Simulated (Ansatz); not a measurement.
Ga2O3 (model structure, started from the Al2S3 type, Cc, No. 9, 10 atoms in the cell)

Method: LDA (Ansatz, an electronic-structure program, PAW).

Run with plane-wave cutoff 520 eV, 8×8×8 k mesh, Fermi–Dirac smearing 0.01 eV, scalar-relativistic PAW data made under PBE.

Cell (relaxed at this level):

Space group Cc (No. 9); a = 9.4548 Å, b = 5.8161 Å, c = 5.1921 Å, α = γ = 90.00°, β = 115.22°

| atom | site | symmetry | x | y | z |
|---|---|---|---|---|---|
| Ga | 4a | 1 | 0.4255 | 0.3733 | 0.0247 |
| Ga | 4a | 1 | 0.2662 | 0.1035 | 0.4254 |
| O | 4a | 1 | 0.3400 | 0.6226 | 0.1290 |
| O | 4a | 1 | 0.1267 | 0.0585 | 0.6057 |
| O | 4a | 1 | 0.3832 | 0.1247 | 0.1902 |
(The calculation used a cell of 10 atoms; values per cell refer to that cell.)

For Ga2O3 (model structure, started from the Al2S3 type, Cc, No. 9, 10 atoms in the cell), the band gap comes out as 2.56 eV (indirect) and the smallest direct gap on the k points sampled is 2.68 eV.

Note: the relaxation could raise the start's symmetry but not lower it, so the cell can be a saddle point.

Spin–orbit coupling is not included.

The computed numbers hold no vibrational or temperature effects.

A model structure was made by putting elements into a prototype or built by hand; it is no filed structure, need not be a known phase, and can be a saddle point held by its symmetry.
